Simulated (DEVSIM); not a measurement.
System: abrupt GaAs p-n junction, at 300 K.

Layer 1 from the left is GaAs, thickness (μm) 85.0, Na (cm⁻³) 2.6e16, τn (s) 1.2e-9, τp (s) 1.2e-9. Layer 2 from the left is GaAs, thickness (μm) 3.10, Nd (cm⁻³) 1e15, τn (s) 1.2e-9, τp (s) 1.2e-9.

Left contact: ohmic. Right contact: ohmic. Voltage is applied to the left contact. Recombination: SRH at mid-gap. Mobility is constant in doping.

Constants are typed, rounded textbook-type inputs, not results; the design itself was drawn at random and stands for no fabricated device. Values at 300 K.

GaAs: gap (eV) 1.424, affinity (eV) 4.07, permittivity 12.9, Nc (cm⁻³) 4.7e17, Nv (cm⁻³) 9e18, μn (cm²/Vs) 8500, μp (cm²/Vs) 400.

Estimate by hand the built-in potential, the peak field at zero bias, and compare with a numerical solution.


- Built-in potential: ni = √(Nc Nv) exp(−Eg/2kT) = 2250000 cm⁻³ with Eg = 1.424 eV; Vbi = kT/q ln(Na Nd/ni²) = 1.114 V; numerical 1.114 V.
- Peak field at zero bias: depletion approximation: W = √(2εVbi/(qN)) = 1.28 μm with N = 9.63e14 cm⁻³; field = 2Vbi/W = 17300 V/cm; numerical 17400 V/cm.

Model (solved in DEVSIM): 1D drift-diffusion, Boltzmann statistics, complete ionisation; no tunnelling, impact ionisation, image-force lowering or self-heating.
